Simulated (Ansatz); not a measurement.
**NiSi2: biaxial strain −0.86 %, plane normal [111], relaxed out of plane**

Base system: NiSi₂ (space group Fm-3m, No. 225; a = 5.387 Å; non-magnetic). Axes: x, y, z lie along the cube axes.

One thing is altered: biaxial strain −0.86 %, plane normal [111], relaxed out of plane (Cartesian); in-plane vectors clamped, the third vector and the atoms free.

Method: Kohn–Sham DFT with the r2SCAN functional, run in Ansatz (a program for electronic structure) with PAW and 500 eV plane waves, no SOC. k-mesh 15×15×15 (Γ-centred); smearing 0.05 eV (Fermi–Dirac).

* **Space group**: R-3m (No. 166) (base Fm-3m (No. 225))
* **Shortest interatomic distance**: 2.320 Å (base 2.333 Å)
* **Energy relative to the base (free energy F)**: +2.0 meV/atom
* **Pressure (mean of the normal stresses, compression positive)**: 1.9 GPa (base 0.0 GPa)
* **Band gap**: zero (base zero)
* **Out-of-plane strain**: +0.59 % (rough)
* **Mean in-plane stress (compression positive)**: +2.8 GPa (rough)

Final structure (turned so that z lies along the plane normal):

```yaml
crystal:
  lattice:
    - [3.77645, 0.00000, 0.00000]
    - [1.88822, 3.27050, 0.00000]
    - [1.88822, -1.09017, 3.12866]
  atoms:
    - { symbol: Ni, position: [0.00000, 0.00000, 0.00000] }
    - { symbol: Si, position: [0.50232, 0.24884, 0.74653] }
    - { symbol: Si, position: [0.49768, 0.75116, 0.25347] }
```

Without a gap, meshes like the base's 15×15×15 leave anisotropic stresses uncertain by several tenths of a GPa, and small strain energies with them. No phonon test of stability was made. Starting moments died away, wholly or in part, for the base; another magnetic solution may exist. All final runs are without spin polarisation.
